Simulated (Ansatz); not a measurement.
Worked example: relaxation of the atoms of ScBr3 (P3m1, 8 atoms in the cell) in Ansatz (a quantum-chemistry and plane-wave program).

Computed with LDA (PW92), default PAW files made with PBE (plane waves; Ansatz).

The change in words: one atom moved by 0.15 angstrom; relax: default → atoms; relax.f_tol: default → 0.05 eV/Å. Reference geometry:
```
CELL_PARAMETERS angstrom
      9.88894     0.00000     0.00000
     -4.94447     8.56408     0.00000
      0.00000     0.00000     3.51372
ATOMIC_POSITIONS crystal
  Sc 0.33333 0.66667 0.75000
  Sc 0.66667 0.33333 0.25000
  Br 0.21593 0.43187 0.25000
  Br 0.78407 0.56813 0.75000
  Br 0.78407 0.21593 0.75000
  Br 0.21593 0.78407 0.25000
  Br 0.56813 0.78407 0.25000
  Br 0.43187 0.21593 0.75000
```

Reference input (self-consistent single point, DFT, LDA (PW92), plane waves, default PAW files made with PBE): basis.ecutwfc = 420 eV; kpoints.mp_grid.grid = 2 2 6; hamiltonian.xc = lda; hamiltonian.pseudopotentials = {kind: paw} (the program's default PAW files); scf.occupations.method = fermi_dirac; scf.occupations.width = 0.02 eV. This run's input differs from it in these lines:

```diff
@@ -6,3 +6,3 @@
   atoms:
-    - { symbol: Sc, position_ang: [-0.000005, 5.709387, 2.635288] }
+    - { symbol: Sc, position_ang: [-0.000005, 5.709387, 2.785288] }
     - { symbol: Sc, position_ang: [4.944477, 2.854689, 0.878429] }
@@ -23,2 +23,4 @@
   occupations: { method: fermi_dirac, width: 0.02 eV }
+relax:
+  f_tol: 0.05
 output:
```

Log, with long lists cut:

```
   [... SCF lines of the steps left out ...]
relax step   1: F+E_penalty+E_count = -20353.95275827 eV  Δ(F+E_penalty+E_count) = +0.000e0 eV  max|allowed force component| = 5.456e-1 eV/Å  Δτ_max = 0.0000 Å  (6 SCF iters, dr2 threshold 6.25e-5 eV, accepted)
relax step   2: F+E_penalty+E_count = -20353.96541727 eV  Δ(F+E_penalty+E_count) = -1.266e-2 eV  max|allowed force component| = 4.413e-1 eV/Å  Δτ_max = 0.0820 Å  (6 SCF iters, dr2 threshold 1.86e-5 eV, accepted)
relax step   3: F+E_penalty+E_count = -20354.01514386 eV  Δ(F+E_penalty+E_count) = -4.973e-2 eV  max|allowed force component| = 3.568e-1 eV/Å  Δτ_max = 0.0383 Å  (5 SCF iters, dr2 threshold 1.22e-5 eV, accepted)
relax step   4: F+E_penalty+E_count = -20354.02916791 eV  Δ(F+E_penalty+E_count) = -1.402e-2 eV  max|allowed force component| = 2.453e-3 eV/Å  Δτ_max = 0.0692 Å  (4 SCF iters, dr2 threshold 8.32e-5 eV, accepted)
relax step   5: F+E_penalty+E_count = -20354.02918716 eV  Δ(F+E_penalty+E_count) = -1.925e-5 eV  max|allowed force component| = 2.312e-3 eV/Å  Δτ_max = 0.0000 Å  (5 SCF iters, accepted)
the relaxation is at rest under the 6 symmetry operations that the run kept from its start: a minimum is not shown …
Stability not checked: this state was not tested for a lower state beside it, because too few of the mixer's solves of this state at the end of the SCF gave a …
Free energy (F): -20354.029187 eV
Internal energy: -20354.029187 eV  (E = F + TS)
E sigma→0 (E₀):  -20354.029187 eV
Fermi energy:    1.858417 eV
--- Forces (eV/Å), atoms counted from 1 ---
  atom   1  Sc     0.00000000     0.00000000     0.00114716
  atom   2  Sc     0.00000000    -0.00000000    -0.00050899
   [... lines left out ...]
    - { symbol: Br, position: [0.7819911606106469, 0.21800883938935323, 0.7502732245434388] }
    - { symbol: Br, position: [0.21800627461102673, 0.7819937253889733, 0.26041005037652787] }
    - { symbol: Br, position: [0.5639874507779467, 0.7819937253889733, 0.26041005037652787] }
    - { symbol: Br, position: [0.4360176787787065, 0.21800883938935323, 0.7502732245434388] }
```

The run converged.  The full log also holds: “iter 5 did not close the SCF: its close was put off for the readings that it lacked (scf_convergence_deferred on its scf_iter line)”.

Summary of the result:
| Property | Value |
|---|---|
| Free energy E − TS (on the zero of these files) | -20354.0292 eV |
| Top of the valence band (on the code's own zero) | 0.82 eV |
| Gap on the k-point mesh | 2.05 eV |
| Pressure | -1.13 GPa |
| Largest force (vector length) | 0.003 eV/Å |
| Relaxation steps | 5 |

The starting cell comes from a database of computed structures (which also holds hypothetical and non-ambient phases and stackings), without a prior relaxation at this level. Its lattice was rescaled by up to half a per cent. For this run, on top of that: one atom moved by 0.15 angstrom. The relaxation keeps the symmetry of its start, so its end need not be a minimum. Ansatz's pressure includes its estimate of the finite-basis (Pulay) stress.

Keys are those of Ansatz 0.2.
